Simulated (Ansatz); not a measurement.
## Migration barriers: Mg vacancy in rock-salt MgO with all lengths changed by -1 %, charge state -2

Consider Mg vacancy in rock-salt MgO with all lengths changed by -1 %, charge state -2. Method: PBE, PAW (plane waves to 420 eV; Ansatz, a program for electronic structure).

Settings: 64 host sites, the strained lattice (strain from the relaxed PBE one, atoms relaxed), a 2×2×2 k-point mesh shifted by half a step, smearing 0.01 eV, spin-restricted, no image-charge correction. No zero-point or tunnelling terms. The charge state is imposed; whether it is stable for some Fermi level was not computed. Forms of the defect that were not tried may lie lower.

```tsv
Route	Start site over the lowest site run (eV)	Hop (Å)	Forward barrier (eV)	Backward barrier (eV)	Neighbours at the start	Neighbours at the saddle	Saddle order
a nearby Mg atom hops onto the vacant site	0.00	2.81	2.15	2.15	2 O at 2.06, 2 O at 2.11, 2 O at 2.16 Å	2 O at 1.80 Å	not checked, on a symmetry element
```

Paths come from climbing-image nudged elastic band runs.  A band can be held on a symmetry element, so unchecked saddle points there may be too high.

The whole set of runs took about 1.0 core-hours (a rough figure).
